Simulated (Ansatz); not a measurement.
The parent structure is BAs in the zinc blende structure (space group F-43m, No. 216; a = 4.7679 Å). Axes: x, y, z lie along the cube axes.

One thing is altered: uniaxial stress, 5 GPa compression along x, with the cell and atoms free to relax against it.

Levels (all Ansatz, a quantum-chemistry and plane-wave program, PAW): PBEsol (420 eV, scalar-relativistic without spin-orbit coupling); r2SCAN (500 eV, without spin-orbit coupling); HSE06 (420 eV, no spin-orbit coupling).

At the geometry relaxed with PBEsol, these levels gave the following band gaps, in shuffled order: (a) 1.41 eV, (b) 0.70 eV, (c) 0.95 eV.

Match each gap to its level.

(a) HSE06; (b) PBEsol; (c) r2SCAN.

Single points use the geometry relaxed with PBEsol. HSE06 gaps are upper bounds (no full band path). Load acts through the strain it causes; cell and atoms are relaxed under it. Stability under load was not tested beyond the relaxation.
